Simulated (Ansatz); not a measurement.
SrTiO₃ (Pm-3m), Ansatz (a program for electronic structure) with PBEsol with spin-orbit coupling, rigid bands: N_v = 2.35e20 cm⁻³ at 300 K and a hole conductivity mass of 1.86 mₑ.

For 1e17 holes per cm³ at 300 K, place the Fermi level, estimate the Seebeck coefficient of a parabolic band with constant τ, and give mobility and conductivity for τ = 5 fs.

The level lies k_BT ln(N_v/p) = 0.201 eV above the valence-band maximum. S ≈ +(k_B/e)[ln(N_v/p) + 5/2] = 884 μV/K, against 910 μV/K from the full bands (mean over directions). μ = eτ/m = 4.73 cm²/(V·s) and σ = peμ = 0.0758 S/cm. τ is assumed, not computed.

Band transport and this doping are assumed; polarons and phonon drag are left out.
